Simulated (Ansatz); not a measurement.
# W: response to strain

Start from W in the bcc (W type) structure (space group Im-3m, No. 229; a = 3.169 Å; relaxed with 0.1 eV smearing). Axes: x, y, z lie along the cube axes.

Strains are applied to the cell and any free atomic positions relax.

Method: r2SCAN, PAW, 500 eV (Ansatz, an electronic-structure program; no SOC).

Notes on the quantities. energy relative to the base: free energy F.

| uniaxial strain ε_zz (%) | energy relative to the base (meV/atom) |
|---|---|
| 0 | 0.0 |
| 0.5 | 0.7 |
| 1 | 2.7 |
| 1.5 | ? |
| 2 | 10.4 |
| 2.5 | 16.1 |
| 3 | 23.0 |

Task: Fit ΔE = Aε² + Bε³ (ε in %) to the rows shown and predict the withheld row.

Result: Least squares on the printed values gives A = 2.70 and B = -0.049 meV/atom (largest residual 0.0 meV/atom); this predicts 5.9 meV/atom, and the run gives 5.9 meV/atom, in agreement.

Whether these cells are dynamically stable was not tested. The final runs are not spin-polarised.
